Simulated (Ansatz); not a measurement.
## Cu2O: carrier doping

Take Cu2O (space group Pn-3m, No. 224; a = 4.244 Å) as the base.

Carriers are added at fixed cell with a uniform background; the Fermi–Dirac width is that of 300 K.

Calculations: Ansatz (a first-principles code) r2SCAN, no spin-orbit coupling, earlier PAW set.

Notes on the quantities. Fermi level from band edge: Fermi level relative to the doped band's edge (positive inside the band; to 0.05 eV).

| change | gap between the host's bands | Fermi level from band edge |
|---|---|---|
| undoped | 0.79 eV | – |
| electrons 2.0×10^21 cm⁻³ | 0.78 eV | +0.60 eV |
| electrons 3.0×10^21 cm⁻³ | 0.77 eV | +0.70 eV |
| electrons 5.0×10^21 cm⁻³ | 0.76 eV | +0.90 eV |
| electrons 2.0×10^22 cm⁻³ | 0.68 eV | +1.35 eV |
| holes 2.0×10^21 cm⁻³ | 0.80 eV | +0.15 eV |
| holes 3.0×10^21 cm⁻³ | 0.80 eV | +0.20 eV |
| holes 5.0×10^21 cm⁻³ | 0.81 eV | +0.25 eV |
| holes 2.0×10^22 cm⁻³ | 0.89 eV | +0.45 eV |

Charged cell with a jellium background: band edges are those of the host's band count, energies are not comparable with the neutral cell, and many-body gap narrowing is missing. Whether these cells are dynamically stable was not tested. No Hubbard U is applied. All final runs are without spin polarisation.
